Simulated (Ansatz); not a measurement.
# CdS: transverse stress against strain

CdS (wurtzite, P6_3mc, 26.037 Å³/atom at rest, c along z) under a strain ε along c (axis z), the other axes held. PBE in Ansatz, a plane-wave DFT program (PAW, default set), 420 eV, 9×9×5 Γ-centred mesh, Fermi-Dirac smearing 0.05 eV; ions are relaxed within the symmetry of each cell. Stress is positive for a compressed cell.

Here s stands for strain and y for stress xx.

```csv
strain (%),stress xx (GPa)
-1.20,0.47
-0.60,0.23
0.00,0.00
0.60,-0.22
1.20,-0.42
3.00,?
```

Fit y against s with a straight line, and predict the withheld value at s = 3.00.

Means: s 0, y 0.012. About the means, the sum of products is -1.3380 and the sum of squares of s is 3.6000; the slope is their ratio. Least squares gives y = 0.012 - 0.3717·s. Residuals (row less fit): 0.012, -0.005, -0.012, -0.009, 0.014; standard error 0.014 (degrees of freedom: 3). The slope gives the elastic constant C13 = 37 ± 0.7 GPa. At the withheld row, y = 0.012 - 0.3717 × 3.0 = -1.103 GPa. The calculation gives -0.99 GPa, 0.113 GPa above the prediction (7.7 % of the range of y in the table). The row lies outside the fitted rows, so this is an extrapolation. From the scatter of the fitted rows alone, a prediction at this place has a standard error of 0.027 GPa, so the miss is 4.2 times that.

One order more, fitted to all 11 runs of the series, follows each within 0.01, so the miss is the next term of a smooth law. Rows are the converged runs of the series near zero and its far end; series whose fitted rows scatter by over a few per cent of the range, as at a crossing or softening among them, aren't shown in this form. Most that stay on the fit to the last digits aren't either.
